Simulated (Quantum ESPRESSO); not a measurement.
A self-consistent single point of YMg5 (Cm, 6 atoms in the cell) with Quantum ESPRESSO.

Method of the run: rev-vdW-DF2, SSSP 1.1.2 efficiency (PBE) pseudopotentials (plane waves; Quantum ESPRESSO 7.5).

```
CELL_PARAMETERS angstrom
      6.26068    -1.62157     0.00000
      6.26068     1.62157     0.00000
     -1.88251     0.00000     7.35866
ATOMIC_POSITIONS crystal
  Y  0.38744 0.38744 0.27335
  Mg 0.00411 0.00411 0.99788
  Mg 0.66427 0.66427 0.33482
  Mg 0.05901 0.05901 0.61713
  Mg 0.33343 0.33343 0.66996
  Mg 0.71840 0.71840 0.94018
```

Reference input (self-consistent single point, DFT, PBEsol, plane waves, SSSP 1.1.2 efficiency (PBE) pseudopotentials): ecutwfc = 40 Ry; ecutrho = 320 Ry; occupations = smearing; smearing = methfessel-paxton; degauss = 0.0036749 Ry; input_dft = pbesol; potentials = {Y: Y_pbe_v1.uspp.F.UPF, Mg: Mg.pbe-n-kjpaw_psl.0.3.0.UPF}; K_POINTS = automatic 6 6 3 0 0 0; conv_thr = 1e-11 Ry. This run's input differs from it in these lines:

```diff
@@ -17,3 +17,3 @@
  degauss = 0.0036749
- input_dft = 'pbesol'
+ input_dft = 'vdw-df2-b86r'
 /
```

Log, with long lists cut:

```
     Self-consistent Calculation

     iteration #  1     ecut=    40.00 Ry     beta= 0.70

     negative rho (up, down):  4.169E-02 0.000E+00

     total energy              =    -254.80492281 Ry
     estimated scf accuracy    <       0.48996063 Ry

     iteration #  2     ecut=    40.00 Ry     beta= 0.70

     negative rho (up, down):  4.190E-02 0.000E+00

     total energy              =    -254.79228000 Ry
     estimated scf accuracy    <       3.90051973 Ry

     iteration #  3     ecut=    40.00 Ry     beta= 0.70

     negative rho (up, down):  4.235E-02 0.000E+00

     total energy              =    -255.13288091 Ry
     estimated scf accuracy    <       0.21001985 Ry

   [... 13 blocks of this kind left out ...]

     iteration # 17     ecut=    40.00 Ry     beta= 0.70

     negative rho (up, down):  4.327E-02 0.000E+00

     total energy              =    -255.15119445 Ry
     estimated scf accuracy    <          1.1E-11 Ry

     iteration # 18     ecut=    40.00 Ry     beta= 0.70

     negative rho (up, down):  4.327E-02 0.000E+00
     End of self-consistent calculation

     the Fermi energy is     4.6962 ev

!    total energy              =    -255.15119445 Ry
     estimated scf accuracy    <          1.1E-12 Ry
     smearing contrib. (-TS)   =      -0.00004372 Ry
     internal energy E=F+TS    =    -255.15115072 Ry

     convergence has been achieved in  18 iterations

     negative rho (up, down):  4.327E-02 0.000E+00

     Forces acting on atoms (cartesian axes, Ry/au):

     atom    1 type  1   force =     0.00006792    0.00000000   -0.00066438
     atom    2 type  2   force =     0.00285830    0.00000000   -0.00205617
     atom    3 type  2   force =    -0.00119619    0.00000000    0.00056948
     atom    4 type  2   force =    -0.00004019    0.00000000    0.00007168
     atom    5 type  2   force =    -0.00022182    0.00000000    0.00328621
   [... lines left out ...]
     Total force =     0.005391     Total SCF correction =     0.000001
   [... lines left out ...]

     negative rho (up, down):  4.327E-02 0.000E+00
          total   stress  (Ry/bohr**3)                   (kbar)     P=       -4.53
  -0.00003166   0.00000000  -0.00000092           -4.66        0.00       -0.14
   0.00000000  -0.00001160   0.00000000            0.00       -1.71        0.00
  -0.00000092   0.00000000  -0.00004906           -0.14        0.00       -7.22

   JOB DONE.
```

The run converged in 18 iterations. Against the reference run the pressure goes from -0.99 to -0.45 GPa and the largest force goes from 0.084 to 0.091 eV/Å.

The starting cell comes from a database of computed structures (which also holds hypothetical and non-ambient phases and stackings), without a prior relaxation at this level.

Cost on one core of a shared machine: roughly 4 min.
